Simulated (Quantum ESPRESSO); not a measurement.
Input and output of a self-consistent single point for RuN2 (P1, 6 atoms in the cell) (Quantum ESPRESSO).

Computed with PBEsol, GBRV 1.5 ultrasoft (PBESOL) pseudopotentials (plane waves; Quantum ESPRESSO).

```xyz
6
Lattice="4.1132 0.0000 0.0000 0.0000 4.9313 0.0000 0.0000 0.0000 2.7171" Properties=species:S:1:pos:R:3 pbc="T T T"
Ru    -0.0191     0.0137    -0.0487
Ru     2.0714     2.4697     1.3734
N      1.5375     4.4624     1.3941
N      2.5132     0.4415     1.3831
N      3.6277     2.9750     0.0118
N      0.5523     1.9660    -0.0381
```

Reference input (self-consistent single point, DFT, PBEsol, plane waves, GBRV 1.5 ultrasoft (PBESOL) pseudopotentials): ecutwfc = 40 Ry; ecutrho = 320 Ry; occupations = smearing; smearing = fermi-dirac; degauss = 0.0073499 Ry; potentials = {Ru: ru_pbesol_v1.2.uspp.F.UPF, N: n_pbesol_v1.2.uspp.F.UPF}; K_POINTS = automatic 5 4 8 0 0 0; conv_thr = 1e-10 Ry. This run's input differs from it in these lines:

```diff
@@ -16,3 +16,3 @@
     smearing = 'fermi-dirac',
-    degauss = 0.0073499,
+    degauss = 0.036749,
 /
```

Log, with long lists cut:

```
     Self-consistent Calculation

     iteration #  1     ecut=    40.00 Ry     beta= 0.70

     negative rho (up, down):  1.498E-01 0.000E+00

     total energy              =    -466.45324006 Ry
     estimated scf accuracy    <       3.89126830 Ry

     iteration #  2     ecut=    40.00 Ry     beta= 0.70

     negative rho (up, down):  1.476E-01 0.000E+00

     total energy              =    -466.11989345 Ry
     estimated scf accuracy    <      21.11245237 Ry

     iteration #  3     ecut=    40.00 Ry     beta= 0.70

     negative rho (up, down):  1.462E-01 0.000E+00

     total energy              =    -468.81169123 Ry
     estimated scf accuracy    <       0.04750479 Ry

   [... 12 blocks of this kind left out ...]

     iteration # 16     ecut=    40.00 Ry     beta= 0.70

     negative rho (up, down):  1.483E-01 0.000E+00

     total energy              =    -468.84714314 Ry
     estimated scf accuracy    <          7.0E-10 Ry

     iteration # 17     ecut=    40.00 Ry     beta= 0.70

     negative rho (up, down):  1.483E-01 0.000E+00
     End of self-consistent calculation

     the Fermi energy is    16.4993 ev

!    total energy              =    -468.84714314 Ry
     estimated scf accuracy    <          8.2E-12 Ry
     smearing contrib. (-TS)   =      -0.17184147 Ry
     internal energy E=F+TS    =    -468.67530166 Ry

     convergence has been achieved in  17 iterations

     negative rho (up, down):  1.483E-01 0.000E+00

     Forces acting on atoms (cartesian axes, Ry/au):

     atom    1 type  1   force =     0.00216077   -0.01131567    0.02463273
     atom    2 type  1   force =     0.00363347   -0.00820744   -0.00830315
     atom    3 type  2   force =    -0.01333096    0.01604988   -0.01136378
     atom    4 type  2   force =     0.03012303   -0.00298329   -0.00691881
     atom    5 type  2   force =     0.01260226   -0.07243881   -0.01173463
   [... lines left out ...]
     Total force =     0.124946     Total SCF correction =     0.000011
   [... lines left out ...]

     negative rho (up, down):  1.483E-01 0.000E+00
          total   stress  (Ry/bohr**3)                   (kbar)     P=      -93.48
  -0.00085188   0.00026665  -0.00002715         -125.32       39.22       -3.99
   0.00026665  -0.00083501  -0.00002768           39.22     -122.83       -4.07
  -0.00002715  -0.00002768  -0.00021947           -3.99       -4.07      -32.28

   JOB DONE.
```

The run converged in 17 iterations. Against the reference run the free energy drops by 183 meV/atom, the pressure goes from -14.17 to -9.35 GPa and the largest force goes from 2.087 to 2.249 eV/Å.

The starting cell comes from a database of computed structures (which also holds hypothetical and non-ambient phases and stackings), without a prior relaxation at this level. Its atoms were displaced at random from the sites of space group no. 58. Spin polarisation is off. With a pressure of about -9 GPa the cell is away from its equilibrium volume at this level. Forces in this geometry exceed 1 eV/Å.

Cost on one core of a shared machine: roughly 80 s.
